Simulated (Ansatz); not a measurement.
**Sr₂MoO₄ (space group I4/mmm, No. 139; a cell from a computed database, its experimental status unchecked)**

```
Sr2MoO4
1.0
   -1.93902     1.93902     6.39911
    1.93902    -1.93902     6.39911
    1.93902     1.93902    -6.39911
Sr Mo O
2 1 4
Direct
  0.35122   0.35122   0.00000
  0.64878   0.64878   0.00000
  0.00000   0.00000   0.00000
  0.50000   0.00000   0.50000
  0.00000   0.50000   0.50000
  0.83631   0.83631   0.00000
  0.16369   0.16369   0.00000
```

All numbers come from Ansatz (a quantum-chemistry and plane-wave program), PBEsol, PAW, cutoff 420 eV, without spin-orbit coupling. Settings: 17×17×17 k-points, 0.05 eV Fermi–Dirac smearing.

The volume per atom is 13.75 Å³ and the density comes out as 5.78 g/cm³. The band gap is zero. The total energy is -2019.020 eV/atom (σ→0; compares only within this code and set-up).

No phonon test of stability was made. No Hubbard U is applied, and correlation can decide whether such a compound is a metal. All final runs are without spin polarisation.
